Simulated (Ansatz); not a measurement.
Start from an 8-atom supercell of Al in the fcc (Cu type) structure (space group Fm-3m, No. 225; a = 3.991 Å) at its relaxed geometry.

Computed with r2SCAN, PAW, 500 eV (Ansatz, an electronic-structure program; no spin-orbit coupling), earlier PAW set.

For the base:

| Quantity | Value |
|---|---|
| Pressure | -0.3 GPa |

It is then changed as follows: a neutral Li interstitial (started 2.00 Å from the nearest host atom), atoms relaxed at fixed cell, starting from a slightly rattled geometry.

Q: How does this affect the largest displacement of a host atom from its site in the perfect cell, final site of the added atom and pressure?

A: The largest displacement of a host atom from its site in the perfect cell is 0.15 Å; the final site of the added atom is 6 Al at 2.15 Å (octahedral); the pressure increases by 14.8 GPa (-0.3 GPa → 14.5 GPa).

In so small a cell the defect repeats every few ångströms: this is an ordered compound, not a dilute defect. The defect cell is not spin-polarised.
